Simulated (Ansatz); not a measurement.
The starting structures come from a database of crystals and need not be the phases stable at ambient conditions.

 Where the default PAW files enter, the runs use the earlier of Ansatz's two default sets.

Given:

```
O2Si
1.0
    4.93078     0.00000     0.00000
    2.37805     4.40403     0.00000
    0.00000     0.00000     8.17971
Si O
4 8
Direct
  0.41854   0.34949   0.93778
  0.58146   0.65051   0.43778
  0.25425   0.30622   0.56366
  0.74575   0.69378   0.06366
  0.54882   0.59022   0.94627
  0.45118   0.40978   0.44627
  0.34922   0.30944   0.75069
  0.65078   0.69056   0.25069
  0.89089   0.53410   0.54542
  0.10911   0.46590   0.04542
  0.32250   0.96944   0.51129
  0.67750   0.03056   0.01129
```

Space group of this cell: P2_1. The cell is taken as given.

These are r2SCAN (plane waves, PAW; Ansatz, a first-principles code) values and carry that method's errors.

The current runs along the normal of the first two printed vectors; no spin-orbit coupling. Scaled by the factor s: all lengths (ions clamped). Meshes 8×8×4 and 8×8 across the current in all rows.

```tsv
s	mean pressure (GPa)	band gap (eV)
0.98	12.0	?
1.00	0.1	6.35
1.02	-9.0	6.03
```

**Question.** Take the slope of the band gap against ln s from the two given rows, extrapolate to s = 0.98, and say what the run there gives.

**Answer.** Slope = (6.03 − 6.35) / ln 1.02 = -16.2 eV. The line gives 6.35 + (-16.2) × ln 0.98 = 6.68 eV. The run gives 6.60 eV, 0.08 eV under the line, 23 % of the predicted step.
